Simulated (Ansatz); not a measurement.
**A computed series for MgS: response to strain**

The reference is MgS in the rock salt structure (space group Fm-3m, No. 225; a = 5.182 Å). Axes: x, y, z lie along the cube axes.

Strains are applied to the cell and any free atomic positions relax; under biaxial strain the out-of-plane vector relaxes too; under stress the whole cell relaxes.

Level of theory: PBEsol/PAW in Ansatz (a program for electronic structure), scalar-relativistic without spin-orbit coupling.

| case | gap character | smallest direct gap | space group |
|---|---|---|---|
| base | indirect, Γ → X | 3.69 eV | Fm-3m (No. 225) |
| biaxial strain +0.99 %, plane normal [110], relaxed out of plane | indirect, Γ → T | 3.51 eV | Immm (No. 71) |
| isotropic strain −1.89 % | indirect, Γ → X | 4.16 eV | Fm-3m (No. 225) |
| isotropic strain +1.06 % | indirect, Γ → X | 3.45 eV | Fm-3m (No. 225) |
| uniaxial stress, 2 GPa compression along x | indirect, Γ → M | 3.73 eV | I4/mmm (No. 139) |

A biaxial case was relaxed in a doubled cell and then solved in the primitive one. Stability under load was not tested beyond the relaxation. k-point labels follow each cell's own Brillouin zone.
